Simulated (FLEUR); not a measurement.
# A self-consistent single point of Ge3Sb (Fm-3m, 4 atoms in the cell) with FLEUR

Method of the run: PBEsol, all-electron FLAPW (FLEUR), scalar-relativistic valence.

This input was run:

Input of the input generator:

```
scf Ge3Sb
&input film=f /
-0.0000000000 6.6437101363 6.6437101363
6.6437101363 -0.0000000000 6.6437101363
6.6437101363 6.6437101363 -0.0000000000
1.0
1.0 1.0 1.0

4
32 0.2500000000 0.2500000000 0.2500000000
32 0.7500000000 0.7500000000 0.7500000000
32 0.5000000000 0.5000000000 0.5000000000
51 0.0000000000 0.0000000000 0.0000000000

&comp jspins=1 /
&exco xctyp='PBEs' /
&kpt div1=5 div2=5 div3=5 /
&end /
```

```xml
<?xml version="1.0" encoding="UTF-8" standalone="no"?>
<fleurInput fleurInputVersion="0.39">
   <comment>
      scf Ge3Sb                                                                                           
   </comment>
   <calculationSetup>
      <cutoffs Kmax="3.8" Gmax="13.3" GmaxXC="13.3" numbands="0"/>
      <scfLoop itmax="100" minDistance="0.00001" maxIterBroyd="99" imix="Anderson" alpha="0.05" precondParam="0.0" spinf="2.0"/>
      <coreElectrons ctail="T" frcor="F" kcrel="0" coretail_lmax="0"/>
      <xcFunctional name="PBEs" relativisticCorrections="F"/>
      <magnetism jspins="1"/>
      <soc l_soc="F" theta="0.0" phi="0.0" spav="F"/>
      <expertModes spex="0" secvar="F"/>
      <geometryOptimization l_f="T" forcealpha="1.0" forcemix="BFGS" epsdisp="0.00001" epsforce="0.00001"/>
      <ldaU l_linMix="F" mixParam="0.05" spinf="1.0"/>
   </calculationSetup>
   <cell>
      <bzIntegration valenceElectrons="57.0" mode="hist" fermiSmearingEnergy="0.00367493">
         <kPointListSelection listName="default-1"/>
         <!-- k-points included here -->
         <xi:include xmlns:xi="http://www.w3.org/2001/XInclude" href="kpts.xml"> </xi:include>
      </bzIntegration>
      <!-- symmetry operations included here -->
      <xi:include xmlns:xi="http://www.w3.org/2001/XInclude" href="sym.xml"> </xi:include>
      <bulkLattice scale="1.0">
         <bravaisMatrix>
            <row-1>    0.0000000000000000     6.6437101363000002     6.6437101363000002</row-1>
            <row-2>    6.6437101363000002     0.0000000000000000     6.6437101363000002</row-2>
            <row-3>    6.6437101363000002     6.6437101363000002     0.0000000000000000</row-3>
         </bravaisMatrix>
      </bulkLattice>
   </cell>
   <atomSpecies>
      <species name="Germanium (Ge)" element="Ge" atomicNumber="32">
         <mtSphere radius="2.68" gridPoints="925" logIncrement="0.014"/>
         <atomicCutoffs lmax="10" lnonsphr="8"/>
         <electronConfig flipSpins="F">
            <coreConfig>(1s1/2) (2s1/2) (2p1/2) (2p3/2) (3s1/2) (3p1/2) (3p3/2)</coreConfig>
            <valenceConfig>(4s1/2) (3d3/2) (3d5/2) (4p1/2) (4p3/2)</valenceConfig>
            <stateOccupation state="(4p1/2)" spinUp="0.3333333333333" spinDown="0.3333333333333"/>
            <stateOccupation state="(4p3/2)" spinUp="0.6666666666667" spinDown="0.6666666666667"/>
         </electronConfig>
         <energyParameters s="4" p="4" d="3" f="4"/>
      </species>
      <species name="Antimony (Sb)" element="Sb" atomicNumber="51">
         <mtSphere radius="2.68" gridPoints="925" logIncrement="0.014"/>
         <atomicCutoffs lmax="10" lnonsphr="8"/>
         <electronConfig flipSpins="F">
            <coreConfig>(1s1/2) (2s1/2) (2p1/2) (2p3/2) (3s1/2) (3p1/2) (3p3/2) (4s1/2) (3d3/2) (3d5/2) (4p1/2) (4p3/2)</coreConfig>
            <valenceConfig>(5s1/2) (4d3/2) (4d5/2) (5p1/2) (5p3/2)</valenceConfig>
            <stateOccupation state="(5p1/2)" spinUp="0.5" spinDown="0.5"/>
            <stateOccupation state="(5p3/2)" spinUp="1.0" spinDown="1.0"/>
         </electronConfig>
         <energyParameters s="5" p="5" d="5" f="4"/>
         <lo type="SCLO" l="2" n="4" eDeriv="0"/>
      </species>
   </atomSpecies>
   <atomGroups>
      <atomGroup species="Germanium (Ge)">
         <relPos label="                   1">1.000/4.000 1.000/4.000 1.000/4.000</relPos>
         <relPos label="                   2">-1.000/4.000 -1.000/4.000 -1.000/4.000</relPos>
         <force calculate="T" relaxXYZ="TTT"/>
      </atomGroup>
      <atomGroup species="Germanium (Ge)">
         <relPos label="                   3">1.000/2.000 1.000/2.000 1.000/2.000</relPos>
         <force calculate="T" relaxXYZ="TTT"/>
      </atomGroup>
      <atomGroup species="Antimony (Sb)">
         <relPos label="                   4">.0000000000 .0000000000 .0000000000</relPos>
         <force calculate="T" relaxXYZ="TTT"/>
      </atomGroup>
   </atomGroups>
   <output dos="F" band="F" slice="F">
      <checks vchk="F" cdinf="F"/>
      <bandDOS minEnergy="-.5*Htr" maxEnergy="0.5*Htr" sigma="0.015" storeEVData="T"/>
      <vacuumDOS vacdos="F" integ="F" star="F" nstars="0" locx1="0.0" locy1="0.0" locx2="0.0" locy2="0.0" nstm="0" tworkf="0.0"/>
      <unfoldingBand unfoldBand="F" supercellX="1" supercellY="1" supercellZ="1"/>
      <plotting iplot="0" polar="F">
         <plot TwoD="T" vec1="  1.0  0.0  0.0" vec2="  0.0  1.0  0.0" vec3="  0.0  0.0  1.0" zero="  0.0  0.0  0.0" file="plot"/>
      </plotting>
      <chargeDensitySlicing numkpt="0" minEigenval="0.0" maxEigenval="0.0" nnne="0" pallst="F"/>
      <specialOutput eonly="F"/>
      <magneticCircularDichroism mcd="F" energyLo="-10.0" energyUp="0.0"/>
   </output>
  <!-- We include the file relax.xml here to enable relaxations (see documentation) -->
  <xi:include xmlns:xi="http://www.w3.org/2001/XInclude" href="relax.xml"> <xi:fallback/> </xi:include>
</fleurInput>
```

Output, abridged:

```
      Welcome to FLEUR        (www.flapw.de)
      MaX-Release 8.1          (www.max-centre.eu)

 ========== k-point set info ==========
 Selected k-point list: default-1
 k-point list type: mesh
 5 x 5 x 5
 Number of k points: 10

 ------------Calculation Setup---------------------------
           1           2           5          10
 Number of basis functions:          572
 Iteration:     1   Distance:       2.83426740 me/bohr^3
 Iteration:     2   Distance:       2.60399412 me/bohr^3
 Iteration:     3   Distance:       1.17123041 me/bohr^3
 Iteration:     4   Distance:       0.12874667 me/bohr^3
 Iteration:     5   Distance:       0.11549374 me/bohr^3
 Iteration:     6   Distance:       0.06100919 me/bohr^3
   [... 4 lines left out ...]
 Iteration:    11   Distance:       0.00043294 me/bohr^3
 Iteration:    12   Distance:       0.00035183 me/bohr^3
 Iteration:    13   Distance:       0.00004950 me/bohr^3
 Iteration:    14   Distance:       0.00001035 me/bohr^3
 Iteration:    15   Distance:       0.00000942 me/bohr^3

 Run finished successfully
 Stop message:
   Structural relaxation: Done

[file out, last iteration]
             iter=     16
          p o t e n t i a l   g e n e r a t o r
[...]
          integral of pseudo charge density inside the slab=        0.000000   0.000000
     coulomb potential in the interstitial region:
          density-coulomb potential integrals
          total density-coulomb potenti   -20271.2361946911
          density-effective potential integrals for spin  1
          total density-effective poten   -2.0799617098E+04
          charge density-energy density integrals
          total charge density-energy d   -4.0241541442E+02
 Updated energy parameters for spin:           1
  Atom    1 4s branch from -5.72 to  0.41 htr. ; e_l = -0.0096
  Atom    1 4p branch from -3.78 to  0.95 htr. ; e_l =  0.2503
  Atom    1 3d branch from -9.99 to -0.61 htr. ; e_l = -0.6103
  Atom    1 4f branch from -9.99 to  2.62 htr. ; e_l =  0.6490
  Atom    2 4s branch from -5.72 to  0.41 htr. ; e_l = -0.0058
  Atom    2 4p branch from -3.78 to  0.95 htr. ; e_l =  0.2565
  Atom    2 3d branch from -9.99 to -0.61 htr. ; e_l = -0.6110
  Atom    2 4f branch from -9.99 to  2.63 htr. ; e_l =  0.6574
  Atom    3 5s branch from -5.00 to  0.48 htr. ; e_l = -0.0631
  Atom    3 5p branch from -3.28 to  1.09 htr. ; e_l =  0.1957
  Atom    3 5d branch from -0.76 to  2.17 htr. ; e_l =  0.4216
  Atom    3 4f branch from -9.99 to  1.68 htr. ; e_l =  0.5746
  Atom    3 4d branch from-18.48 to -0.76 htr. ; e_l(l -0.7732
[...]
 fermi energy and band-weighting factors:
at   0.40000   0.40000   0.40000   k-weight:    0.064000
   44 eigenvalues :
   -0.776016   -0.776002   -0.776002   -0.775734   -0.775734   -0.620612   -0.620612   -0.620287
   -0.619813   -0.619813   -0.618979   -0.618979   -0.618957   -0.618735   -0.618735   -0.618507
   -0.618507   -0.618393   -0.617933   -0.617933   -0.129206   -0.061383    0.046637    0.072226
    0.176667    0.176667    0.202001    0.202001    0.253094    0.362320    0.370903    0.370903
    0.439243    0.468835    0.468835    0.480214    0.654540    0.654540    0.741966    0.776380
    0.776380    0.821816    0.821816    0.837182
   [... 2 blocks of this kind left out ...]

[...]
FERMIE:
          first approx. to ef    (T=0)  :   0.284536 htr   (energy of the highest occ. eigenvalue)
          number of occ. states  (T=0)  :        290
          first approx. to seigv (T=0)  : -24.591457 htr
          sum of weights of occ. states :  28.600000
          sum of semicore charge        :   0.000000 e
FERHIS:  Fermi-Energy by histogram:
          bandgap                     :   0.002045 htr
          charge neutrality (T=0)     :   0.200000    (zero if the highest occ. eigenvalue is "entirely" occupied)
     EF_NEWTON:  Adjust Fermi-Energy by Newton-Method.
               Number of iterations needed  :   4
               The error in the weight is   :  0.22204E-15
               The error in ef is           : -0.37302E-17 htr
     -->  new fermi energy            :   0.285208 htr
          valence charge              :  57.000000 e
          actual charge blw ef-8kt    :  53.792000 e
          actual charge blw ef+8kt    :  57.000000 e
          number of occ. states       :       296
          sum of the valence weights  :   28.500000
          entropy         :   1.376189 *kb htr/K =   0.00000 htr/K
          sum of val. single particle energies:       -24.6462346099 htr
 Direct bandgap for spin            1 :    7.0348014682455329E-003  Htr
 at k-point            4  with k-vector   0.20000000000000001       0.59999999999999998       0.59999999999999998
          valence density: spin= 1
[...]
     l-like charge
     atom     s        p        d        f        total
 -->  1    1.56104  1.29691 10.04312  0.01971   12.92401
 -->  2    1.56034  1.25609 10.03651  0.01816   12.87394
 -->  3    1.50865  1.55121 10.07186  0.02270   13.15746
          total charge for spin  1=   57.000000
          interst. charge =       5.120582
          mt charge=             12.924010   12.873943   13.157456
          total charge  =   57.000000
          z= 32.     r(1)=  0.645805E-05     dx= 0.014000     m.t.index= 925
               n    l     j    energy       weight
               1.   0.   0.5 -401.9026      2.0000
               2.   0.   0.5  -49.8930      2.0000
               2.   1.   0.5  -44.3408      2.0000
               2.   1.   1.5  -43.1710      4.0000
               3.   0.   0.5   -5.7178      2.0000
               3.   1.   0.5   -3.8882      2.0000
               3.   1.   1.5   -3.7309      4.0000
          atom type    1  (spin 1)
          kinetic energy=  0.198441770999E+04     sum of the eigenvalues= -0.119909254585E+04
          0.00006884  electrons lost from core.
   [... 2 blocks of this kind left out ...]

          total charge for spin  1=  147.000000
          interst. charge =       5.121299
          mt charge=             30.923945   30.873875   49.156937
          total charge  =  147.000000
          zc=   147.000000     qfix=    1.000000
     t o t a l  e n e r g y
          sum of eigenvalues =             -7536.4401359136
          density-coulomb potential int   -20271.2361946911
          density-effective potential i   -20799.6170976467
          charge density-ex.-corr.energ     -402.4154144219
          el.-nucl. inter. diff. m.t.       5055.2440577008
          Madelung term for atom type:       -22.8152496765
          el.-nucl. inter. diff. m.t.       2527.2393486604
          Madelung term for atom type:       -11.7716687955
          el.-nucl. inter. diff. m.t.       7857.3218664240
          Madelung term for atom type:       -24.2109700390
 ---->    total energy=                   -12773.4597113306 htr
 ---->    (input%tkb*entropy) TS=              0.0050574000 htr
 ---->    free energy=                    -12773.4647687306 htr
      extrapolation for T->0
 ---->    total electron energy=          -12773.4622400306 htr
 ***** TOTAL FORCES ON ATOMS *****
 TOTAL FORCE FOR ATOM TYPE=  1  X=  3.322   Y=  3.322   Z=  3.322
                       FX_TOT= 0.000000 FY_TOT= 0.000000 FZ_TOT= 0.000000
 TOTAL FORCE FOR ATOM TYPE=  2  X=  6.644   Y=  6.644   Z=  6.644
                       FX_TOT= 0.000000 FY_TOT= 0.000000 FZ_TOT= 0.000000
 TOTAL FORCE FOR ATOM TYPE=  3  X=  0.000   Y=  0.000   Z=  0.000
                       FX_TOT= 0.000000 FY_TOT= 0.000000 FZ_TOT= 0.000000
 Structural relaxation: Done
```

The run converged in 15 iterations. FLEUR gives forces in its relaxation mode, with a further iteration, so its stop message speaks of a relaxation.

The starting cell comes from a database of computed structures (which also holds hypothetical and non-ambient phases and stackings), without a prior relaxation at this level. Spin-orbit coupling is off. Values depend on the basis (sphere radii, cutoffs, local orbitals), which need not be converged. The log's line on a gap gives a spacing of levels on this mesh, which the program prints for metals too.

These are the values that this program gave, and no reference: the default basis lacks the next d shell.

Cost on one core of a shared machine: roughly 2 min.
